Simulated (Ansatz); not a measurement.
Base system: MoSi2 (space group I4/mmm, No. 139; relaxed with 0.1 eV smearing).

```
MoSi2
1.0
   -1.58700     1.58700     3.88936
    1.58700    -1.58700     3.88936
    1.58700     1.58700    -3.88936
Si Mo
2 1
Direct
  0.66479   0.66479   0.00000
  0.33521   0.33521   0.00000
  0.00000   0.00000   0.00000
```

Cartesian axes are those of the cell as printed.

Level of theory: Ansatz (a program for electronic structure), LDA, PAW, cutoff 420 eV, no spin-orbit coupling.

Before the change:

The band gap comes out as zero.

Modification: uniaxial strain ε_xx = −2.00 %, all other strain components held at zero; the atoms relax in the strained cell.

### Question
How does this affect the stress?

### Answer
The stress (xx, yy, zz, yz, xz, xy; compression positive) comes out as (8.9, 2.7, 2.2, 0.0, 0.0, 0.0) GPa.

### Question
Predict the new energy relative to the base.

### Answer
The energy increases by 7.2 meV/atom.

### Question
Predict the new band gap.

### Answer
The band gap remains zero.

Stability against distortions was not tested. All final runs are without spin polarisation.
